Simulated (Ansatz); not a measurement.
System: interstitial S in fcc Pt (neutral cell). The step: a direct jump of one S atom; the atom moves 1.71 Å along (0.25, -0.25, -0.25) of the unit cell; the moving atom starts with neighbours 6 Pt at 2.21 Å and ends with 4 Pt at 2.09 Å. A PBE band in Ansatz (plane-wave PAW, a 2×2×2 k-point mesh shifted by half a step, 32 host sites, 53 SCF runs with any check of the saddle's order, static, no finite-size correction) gives a forward barrier of 1.25 eV. The saddle point's order was not checked. Sites that were not tried may lie lower.

Single points at the band's start and saddle point can refine it. Rough cost of one point, in units of the band's mean SCF on the same machine:

```csv
Level,Cost of one point
"PBE, a 4×4×4 k-point mesh shifted by half a step",about 7
"r2SCAN at 500 eV, a 2×2×2 k-point mesh shifted by half a step",about 3
```

### Question
Which of these move the barrier by more than 0.1 eV, and how far does each move it?

### Answer
Not one does. PBE, a 4×4×4 k-point mesh shifted by half a step: -0.01 eV; r2SCAN at 500 eV, a 2×2×2 k-point mesh shifted by half a step: -0.06 eV. Each functional is compared with PBE at the same k-points.

Ansatz is an electronic-structure program.
